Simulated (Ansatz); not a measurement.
For rock-salt TaC, LDA in Ansatz (plane waves, PAW) gives:

```
Item                             Result
------------------------------  -------
equilibrium lattice constant a  4.414 Å
bulk modulus B0                 359 GPa
```

### Question
What does B3LYP (VWN-RPA form) (Ansatz, a quantum-chemistry and plane-wave program, PAW) give for the same quantities?

### Answer

- lattice constant a: 4.489 Å (rises by 1.7 %)
- bulk modulus: 326 GPa (falls by 9.2 %)

For comparison: lattice constant a 4.456 Å (measured, 300 K, not corrected to a static lattice; as tabulated in Wikipedia's data pages); bulk modulus 305 ± 5 GPa (measured, room temperature, not corrected to a static lattice, our sources range from 305 to 345; as tabulated in Speziale et al., equation of state of TaC (DESY record 425561)).

Changes are worked out from the printed values.

Unless a cell is named, each level is at its own relaxed cell (LDA 10.75, B3LYP (VWN-RPA form) 11.31 Å³/atom).

Levels without +SOC leave out spin–orbit coupling, which shifts energies and cells of such heavy elements.

Ansatz's density-functional and Hartree–Fock values are scalar-relativistic unless marked +SOC, with PAW data made under PBE.
